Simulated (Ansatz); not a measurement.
# Input and output of a self-consistent single point for a (001) slab of TePd3 (cut from a parent of space group no. 65; 4 atoms in the cell) (Ansatz)

Computed with LDA (PW92), harder PAW files (source: ansatz) made with PBE (plane waves; Ansatz, an electronic-structure program).

This input was run:

Ansatz 0.2 input:
```yaml
# Pd3Te
crystal:
  lattice:
    - [3.516233, 0.000000, 0.000000]
    - [-3.533430, 3.516191, 0.000000]
    - [0.000000, 0.000000, 14.260600]
  atoms:
    - { symbol: Pd, position_ang: [1.749518, 1.758096, 7.825904] }
    - { symbol: Pd, position_ang: [1.749518, 1.758096, 4.999995] }
    - { symbol: Pd, position_ang: [0.000000, 0.000000, 6.412906] }
    - { symbol: Te, position_ang: [0.000000, 0.000000, 9.260605] }
basis:
  ecutwfc: 640.0 eV
kpoints:
  mp_grid:
    grid: [13, 13, 1]
hamiltonian:
  xc: lda
  pseudopotentials:
    kind: paw
    source: ansatz
efield:
  axis: 3
  dipole_correction: true
scf:
  occupations:
    method: gaussian
    width: 0.2 eV
output:
  forces: true
  eigenvalues: true
```

Output, abridged:

```
WARN ansatz: RAYON_NUM_THREADS=1 ignored (pool sized by the plan → 1); use --threads N
Pseudopotentials: kind: paw
Pseudopotential: Pd, paw, valence charge 18
Pseudopotential: Te, paw, valence charge 16
Crystal: 4 atoms, lattice volume = 176.314 Å³
Basis set: ecut = 640 eV, 6475 PW (Γ)
Bands: 42, of which v1, the nominal top of the filled ones, is band 35 counted from 1 (34 counted from 0)
Symmetry: 4 space group operations
Space group: Cmm2 (ITA 35), of the structure as read, at distance tolerance 5.6e-5 Å
k-points: 49 of 169
PAW frozen core: Pd, regenerated for the run's functional, and the local potential with it
PAW frozen core: Te, regenerated for the run's functional, and the local potential with it
Initial density: superposition of atomic densities (neutral atoms: chi_scale 0, normalization atom)
Initial wavefunctions: pseudopotential atomic-orbital guess
Eigensolver: davidson
Functional: x = slater, c = lda
SCF iter   1: F=—  HF=-27369.448309 eV  |F-HF|=—  |Δ(HF+E_count)|=         —  Δρ=1.02e-1  dr2=2.72e1  ethr=3.10e-3  p=0.000 e·Å  D=6.95e-5 V/Å  ΔV_dip=-0.00 eV  dr2_dipole=9.49e-1  V_vac-E_F(+/−)=3.27/3.28 eV  ⟨swp⟩=8.5  Hψ=9330  notcnv=0
all-band conjugate gradients solve this SCF's bands
efield: sawtooth ramp at fractional position 0.9500 (placed from the atoms, in the widest stretch of the axis that holds none …
preconditioner: auto → LDOS
SCF iter   2: F=—  HF=-27365.330904 eV  |F-HF|=—  |Δ(HF+E_count)|=    4.12e0  Δρ=3.75e-2  dr2=2.68e0  ethr=3.10e-3  p=0.032 e·Å  D=3.29e-2 V/Å  ΔV_dip=-0.47 eV  dr2_dipole=2.57e-2  V_vac-E_F(+/−)=3.83/4.30 eV  ⟨swp⟩=2.3  Hψ=4521  notcnv=0  defer=45
SCF iter   3: F=—  HF=-27365.049073 eV  |F-HF|=—  |Δ(HF+E_count)|=   2.82e-1  Δρ=2.03e-2  dr2=6.27e-1  ethr=3.10e-3  p=0.041 e·Å  D=4.21e-2 V/Å  ΔV_dip=-0.60 eV  dr2_dipole=8.67e-3  V_vac-E_F(+/−)=4.17/4.78 eV  ⟨swp⟩=2.1  Hψ=4123  notcnv=0  defer=67
SCF iter   4: F=—  HF=-27364.923185 eV  |F-HF|=—  |Δ(HF+E_count)|=   1.26e-1  Δρ=4.46e-3  dr2=8.54e-2  ethr=8.96e-4  p=0.047 e·Å  D=4.80e-2 V/Å  ΔV_dip=-0.68 eV  dr2_dipole=9.29e-3  V_vac-E_F(+/−)=4.33/5.02 eV  ⟨swp⟩=2.1  Hψ=3136  notcnv=0  defer=67
SCF iter   5: F=—  HF=-27364.916781 eV  |F-HF|=—  |Δ(HF+E_count)|=   6.40e-3  Δρ=1.90e-3  dr2=6.07e-3  ethr=1.22e-4  p=0.052 e·Å  D=5.36e-2 V/Å  ΔV_dip=-0.76 eV  dr2_dipole=4.41e-4  V_vac-E_F(+/−)=4.41/5.18 eV  ⟨swp⟩=2.3  Hψ=3233  notcnv=0  defer=67
SCF iter   6: F=—  HF=-27364.915320 eV  |F-HF|=—  |Δ(HF+E_count)|=   1.46e-3  Δρ=3.06e-4  dr2=2.84e-4  ethr=8.67e-6  p=0.054 e·Å  D=5.52e-2 V/Å  ΔV_dip=-0.79 eV  dr2_dipole=6.30e-6  V_vac-E_F(+/−)=4.45/5.24 eV  ⟨swp⟩=2.0  Hψ=3151  notcnv=0  defer=67
SCF iter   7: F=—  HF=-27364.915333 eV  |F-HF|=—  |Δ(HF+E_count)|=   1.33e-5  Δρ=1.13e-4  dr2=4.11e-5  ethr=4.05e-7  p=0.054 e·Å  D=5.52e-2 V/Å  ΔV_dip=-0.79 eV  dr2_dipole=4.73e-6  V_vac-E_F(+/−)=4.46/5.25 eV  ⟨swp⟩=2.3  Hψ=3015  notcnv=0  defer=67
SCF iter   8: F=—  HF=-27364.915207 eV  |F-HF|=—  |Δ(HF+E_count)|=   1.26e-4  Δρ=5.26e-5  dr2=9.39e-6  ethr=5.87e-8  p=0.054 e·Å  D=5.52e-2 V/Å  ΔV_dip=-0.79 eV  dr2_dipole=1.42e-7  V_vac-E_F(+/−)=4.46/5.25 eV  ⟨swp⟩=1.7  Hψ=2525  notcnv=0  defer=67
SCF iter   9: F=—  HF=-27364.915207 eV  |F-HF|=—  |Δ(HF+E_count)|=   6.65e-7  Δρ=2.12e-5  dr2=1.26e-6  ethr=1.34e-8  p=0.054 e·Å  D=5.51e-2 V/Å  ΔV_dip=-0.79 eV  dr2_dipole=9.08e-9  V_vac-E_F(+/−)=4.46/5.25 eV  ⟨swp⟩=1.3  Hψ=2096  notcnv=0  defer=67
SCF iter  10: F=—  HF=-27364.915206 eV  |F-HF|=—  |Δ(HF+E_count)|=   3.64e-8  Δρ=5.76e-6  dr2=1.06e-7  ethr=1.79e-9  p=0.054 e·Å  D=5.51e-2 V/Å  ΔV_dip=-0.79 eV  dr2_dipole=1.98e-8  V_vac-E_F(+/−)=4.46/5.25 eV  ⟨swp⟩=2.0  Hψ=2661  notcnv=0  defer=67
SCF iter  11: F=-27364.915206 eV  HF=-27364.915206 eV  |F-HF|=5.37e-9  |Δ(HF+E_count)|=   2.75e-9  Δρ=1.68e-6  dr2=6.36e-9  ethr=1.43e-10  p=0.054 e·Å  D=5.51e-2 V/Å  ΔV_dip=-0.79 eV  dr2_dipole=9.00e-10  V_vac-E_F(+/−)=4.46/5.25 eV  ⟨swp⟩=12.7  [...]
WARN: efield: at this solve's end the planar-averaged density reaches 2.45e-4 e/Å³ inside the ramp window [0.8799, 0.1201] (bound 1e-5 e/Å³) …
SCF 1 converged in 11 iterations: F = -27364.915206 eV  dr2 = 6.36e-9
SCF converged after 11 iterations
Free energy (F): -27364.915206 eV
Harris-Foulkes:  -27364.915206 eV  (|F-HF|=5.37e-9)
Internal energy: -27364.800244 eV  (E = F + TS)
E sigma→0 (E₀):  -27364.857725 eV
Entropy (-TS):   -0.114962 eV (-28.741 meV/atom)
Fermi energy:    3.718182 eV
Dipole field:    D = 0.055171 V/Å  (p = 0.053757 e·Å, saw-weighted, corrected)
Work function:   Φ+ = withheld (plateau slope 1.9e-2 eV/Å)   Φ− = withheld (plateau slope 1.2e-2 eV/Å)
Levels:          The Fermi level and band energies are counted from a zero that moves with the ramp; work functions are not
Vacuum region:   at the solve's end the planar-averaged density reaches 2.45e-4 e/Å³ inside the ramp window [0.8799, 0.1201] (bound 1e-5 e/Å³)
--- Per-component energies (eV) ---
  E_band       = -1594.969484
  E_kinetic    = 2861.896802
  E_local      = -42564.372950  (includes V_loc(G=0)·N_el)
  E_nonlocal   = 2996.294697
  E_hartree    = 18783.591843
  E_xc         = -1111.660528
  E_vxc        = -1056.717382  (∫ρ·V_xc dr)
  E_paw        = -15068.648636  (= ΣΔE_a)
  E_vpaw       = -1399.503678  (= ΣTr[D̂ρ^β])
  E_aug_tail   = 0.000180  (compensation charges beyond the density's cutoff)
  E_efield     = 0.001483  (sawtooth field / dipole correction)
  E_vefield    = 0.259666  (∫n·V_field dr)
  E_ewald      = 6735.370271
  E_core_change = 2.726595  (= ΣΔE_core)
  E_smearing   = -0.114962  (= −TS)
  E_closure    = -0.000000  (closes the sum)
  Σ components = -27364.915206   (vs F -27364.915206, Δ=0.00e0)
--- Forces (eV/Å), atoms counted from 1 ---
  atom   1  Pd    -0.00000000     0.00000000     0.33278651
  atom   2  Pd     0.00000000     0.00000000     1.45510457
  atom   3  Pd     0.00000000     0.00000000     0.29365757
  atom   4  Te     0.00000000     0.00000000    -2.08167918
  max |Σ_I F_I| component: 1.31e-4 eV/Å
--- Band table (eV; the first three rows and the last of 49) ---
  k-point 0: bands = ["-80.3089", "-79.6877", "-79.0850", "-46.1353", "-46.1266", "-46.0370", "-45.5741", "-45.4214", "-45.4136", "-44.8975", "-44.8885", "-44.8602", "-33.6428", "-33.6222", "-33.5881", "-33.5876", "-33.5821", "-8.9132", "-1.6162", [...]
  k-point 1: bands = ["-80.3089", "-79.6877", "-79.0850", "-46.1356", "-46.1269", "-46.0371", "-45.5740", "-45.4216", "-45.4138", "-44.8980", "-44.8890", "-44.8599", "-33.6419", "-33.6224", "-33.5883", "-33.5877", "-33.5818", "-8.8647", "-1.5527", [...]
  k-point 2: bands = ["-80.3088", "-79.6876", "-79.0850", "-46.1367", "-46.1273", "-46.0373", "-45.5738", "-45.4225", "-45.4144", "-44.8994", "-44.8901", "-44.8593", "-33.6396", "-33.6232", "-33.5890", "-33.5878", "-33.5809", "-8.7243", "-1.3754", [...]
  k-point 48: bands = ["-80.3078", "-79.6869", "-79.0844", "-46.1482", "-46.1396", "-46.0340", "-45.5728", "-45.4324", "-45.4247", "-44.9054", "-44.8967", "-44.8594", "-33.6317", "-33.6127", "-33.5925", "-33.5920", "-33.5715", "-6.9811", "-1.1427", [...]
```

The run converged in 11 iterations.

The starting cell comes from a database of computed structures (which also holds hypothetical and non-ambient phases and stackings), without a prior relaxation at this level. The slab is cut from that crystal, and its faces are unrelaxed. Spin-orbit coupling is off. Spin polarisation is off. Forces in this geometry exceed 1 eV/Å.

Cost on one core of a shared machine: roughly 60 s.
